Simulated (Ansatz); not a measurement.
The parent structure is HfO$_{2}$ in the fluorite structure (space group Fm-3m, No. 225).

```
HfO2
1.0
    0.00000     2.54878     2.54878
    2.54878     0.00000     2.54878
    2.54878     2.54878     0.00000
Hf O
1 2
Direct
  0.00000   0.00000   0.00000
  0.25000   0.25000   0.25000
  0.75000   0.75000   0.75000
```

The values are results of PBE, PAW, 420 eV (Ansatz, an electronic-structure program; spin-orbit coupling left out), not measurements.

Strains are applied to the cell and any free atomic positions relax.

One change was made to it. Results:

The band gap drops by 0.19 eV, from 3.75 eV to 3.56 eV; the pressure goes from zero to -15.58 GPa.

Task: Name the change that was made.
(A) isotropic strain +2.50 %
(B) isotropic strain +3.00 %
(C) isotropic strain −2.00 %
(D) isotropic strain −2.50 %

Result: A, isotropic strain +2.50 %. For comparison, the pressure in the other runs: isotropic strain +3.00 % gives -18.09 GPa; isotropic strain −2.50 % gives 21.91 GPa; isotropic strain −2.00 % gives 16.93 GPa.

Spin-orbit coupling, missing from the scalar runs, can matter with Hf. No phonon test of stability was made. This is not the structure that HfO2 has at room temperature and ambient pressure.
